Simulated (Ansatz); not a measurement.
Defect migration in hcp Ru: Cu-vacancy pair (Cu on one host Ru site, one Ru site vacant), neutral cell. The step: the Cu atom itself jumps into the vacancy (Cu-vacancy distance between ideal sites 2.66 Å throughout); the atom moves 2.59 Å along (-0.66, -0.33, 0.48) of the unit cell; the moving atom starts with neighbours 2 Ru at 2.65, Ru at 2.68, 4 Ru at 2.71, 2 Ru at 2.73, 2 Ru at 2.76 Å and ends with 2 Ru at 2.65, Ru at 2.68, 4 Ru at 2.71, 2 Ru at 2.73, 2 Ru at 2.76 Å. DFT values are from Ansatz (plane-wave PAW, 420 eV unless said) in a cell of 36 host sites, spin-restricted, static, with no finite-size correction. Forms of the defect that were not tried may lie lower. For the PBE band: the saddle point's order was not checked, and it lies on a symmetry element of the cell, where a band can be held.

```
Level                                                                                   Forward barrier (eV)  Cost of the band or of the saddle's single point
--------------------------------------------------------------------------------------  --------------------  ------------------------------------------------
CHGNet universal potential (has no charge state), its own band                                          0.52                                                 -
PBE, a 3×3×3 k-point mesh shifted by half a step along c, band relaxed                                  1.19                     around 2.4 core-hours (rough)
PBE, a 4×4×4 k-point mesh shifted by half a step along c, same geometries                               1.19                           roughly 16 core-minutes
r2SCAN at 500 eV, a 3×3×3 k-point mesh shifted by half a step along c, same geometries                  1.15                      very roughly 16 core-minutes
```

Ansatz is a program for electronic structure.
